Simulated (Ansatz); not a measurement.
An Ansatz (a program for electronic structure) run: SnO2 with a change (uniaxial strain ε_yy = −0.26 %); DFT with r2SCAN, PAW potentials and a 500 eV plane-wave cutoff in Ansatz, no spin-orbit coupling.

Input:

Ansatz 0.2 input:
```yaml
crystal:
  lattice:
    - [4.7599111767, 0, 0]
    - [0, 4.7475354076, 0]
    - [0, 0, 3.2007549295]
  atoms:
    - { symbol: Sn, position: [0, 0, 0] }
    - { symbol: Sn, position: [0.5, 0.5, 0.5] }
    - { symbol: O, position: [0.3059103721, 0.3059103721, 0] }
    - { symbol: O, position: [0.8059103721, 0.1940896279, 0.5] }
    - { symbol: O, position: [0.1940896279, 0.8059103721, 0.5] }
    - { symbol: O, position: [0.6940896279, 0.6940896279, 0] }
basis: { ecutwfc: 500, ecutrho_ratio: 4, xc_grid: 4, fft_grid_basis: typed }
kpoints: { mp_grid: { grid: [7, 7, 10] } }
hamiltonian:
  xc: r2scan
  dispersion: none
  pseudopotentials: { kind: paw }
scf: { occupations: { method: fermi_dirac, width: 0.05 }, convergence: { dr2_threshold: 0.0000000006 } }
relax: { f_tol: 0.005, max_steps: 50 }
output: { forces: true, stress: true }
checkpoint: { write: state.ck, write_every: 1000 }
```

Output (explanatory and most iteration lines left out):

```
Relaxation: its limit of steps is 50 (relax.max_steps)
Pseudopotential: Sn, paw, valence charge 14
Pseudopotential: O, paw, valence charge 6
Crystal: 6 atoms, lattice volume = 72.330 Å³
Basis set: ecut = 500 eV, 1851 PW (Γ), exchange–correlation on 144×144×96 points (64 copies of the dense FFT grid, shifted against one another)
Bands: 32, of which v1, the nominal top of the filled ones, is band 26 counted from 1 (25 counted from 0)
Symmetry: 8 space group operations
Space group: Pnnm (ITA 58), of the structure as read, at distance tolerance 4.2e-5 Å
k-points: 96 of 490
Functional: x = r2scan, c = r2scan; τ floored in thin density (d = 2e-4 eV/Å³)
SCF iter   1: F=—  HF=-14352.323561 eV  |F-HF|=—  |Δ(HF+E_count)|=         —  Δρ=1.03e-2  dr2=5.56e-2  dr2_τ=2.71e-1  ethr=1.77e-3  ⟨swp⟩=6.0  Hψ=13477  notcnv=0  defer=11
SCF iter   2: F=—  HF=-14352.428468 eV  |F-HF|=—  |Δ(HF+E_count)|=   1.05e-1  Δρ=6.12e-3  dr2=1.49e-2  dr2_τ=9.84e-4  ethr=1.07e-4  ⟨swp⟩=2.1  Hψ=5792  notcnv=0  defer=166
SCF 1 converged in 8 iterations: F = -14352.427598 eV  dr2 = 4.62e-10
relax step   1: F+E_penalty+E_count = -14352.42759824 eV  Δ(F+E_penalty+E_count) = +0.000e0 eV  max|allowed force component| = 5.089e-3 eV/Å  Δτ_max = 0.0000 Å  (8 SCF iters, accepted)
Crystal: 6 atoms, lattice volume = 72.330 Å³
SCF iter   1: F=—  HF=-14352.427602 eV  |F-HF|=—  |Δ(HF+E_count)|=         —  Δρ=1.08e-4  dr2=2.09e-6  dr2_τ=5.70e-5  ethr=3.68e-9  ⟨swp⟩=2.0  Hψ=9564  notcnv=0  defer=166
SCF iter   2: F=—  HF=-14352.427604 eV  |F-HF|=—  |Δ(HF+E_count)|=   2.00e-6  Δρ=5.55e-5  dr2=7.59e-7  dr2_τ=6.35e-8  ethr=3.68e-9  ⟨swp⟩=2.0  Hψ=5350  notcnv=0  defer=166
SCF 2 converged in 5 iterations: F = -14352.427604 eV  dr2 = 1.68e-10
relax step   2: F+E_penalty+E_count = -14352.42760433 eV  Δ(F+E_penalty+E_count) = -6.089e-6 eV  max|allowed force component| = 2.107e-3 eV/Å  Δτ_max = 0.0006 Å  (5 SCF iters, accepted)
Crystal: 6 atoms, lattice volume = 72.330 Å³
SCF iter   1: F=—  HF=-14352.427604 eV  |F-HF|=—  |Δ(HF+E_count)|=         —  Δρ=7.91e-7  dr2=1.68e-10  dr2_τ=1.60e-11  ethr=1.00e-12  ⟨swp⟩=2.3  Hψ=14605  notcnv=0  defer=23
SCF iter   2: F=-14352.427604 eV  HF=-14352.427604 eV  |F-HF|=9.09e-12  |Δ(HF+E_count)|=  2.55e-11  Δρ=3.93e-7  dr2=4.05e-11  dr2_τ=3.31e-12  ethr=1.00e-12  ⟨swp⟩=4.0  Hψ=8291  notcnv=0
SCF 3 converged in 2 iterations: F = -14352.427604 eV  dr2 = 4.05e-11
SCF converged after 2 iterations
Free energy (F): -14352.427604 eV
Internal energy: -14352.427604 eV  (E = F + TS)
E sigma→0 (E₀):  -14352.427604 eV
Fermi energy:    9.840383 eV
--- Forces (eV/Å), atoms counted from 1 ---
  atom   1  Sn    -0.00000000    -0.00000000     0.00000000
  atom   2  Sn    -0.00000000     0.00000000     0.00000000
  atom   3  O      0.00006579    -0.00210350     0.00000000
  atom   4  O      0.00006579     0.00210350     0.00000000
  atom   5  O     -0.00006579    -0.00210350    -0.00000000
  atom   6  O     -0.00006579     0.00210350     0.00000000
--- Stress (GPa, compression-positive) ---
        0.451573      -0.000000       0.000000
       -0.000000       0.682291       0.000000
        0.000000       0.000000       0.406077
  P = ⅓ Tr σ = 0.5133 GPa (5.133 kbar)
--- Relaxed structure (2 steps of the walk, 2 accepted, 0 SCFs on fresh bases) ---
  atoms:
    - { symbol: Sn, position: [1.8981484671967695e-21, 2.535433887054518e-36, 3.133912263812028e-37] }
    - { symbol: Sn, position: [0.49999999999999994, 0.5, 0.5] }
    - { symbol: O, position: [0.30596893075800996, 0.30580307850022925, -4.8341238754888656e-21] }
    - { symbol: O, position: [0.80596893075801, 0.19419692149977066, 0.5] }
    - { symbol: O, position: [0.19403106924198996, 0.8058030785002294, 0.5] }
    - { symbol: O, position: [0.6940310692419899, 0.6941969214997705, 4.834123875488864e-21] }
```

Stability against distortions was not tested. The cell was made from SnO2 in the rutile structure (space group P4_2/mnm, No. 136) by this change: uniaxial strain ε_yy = −0.26 %.
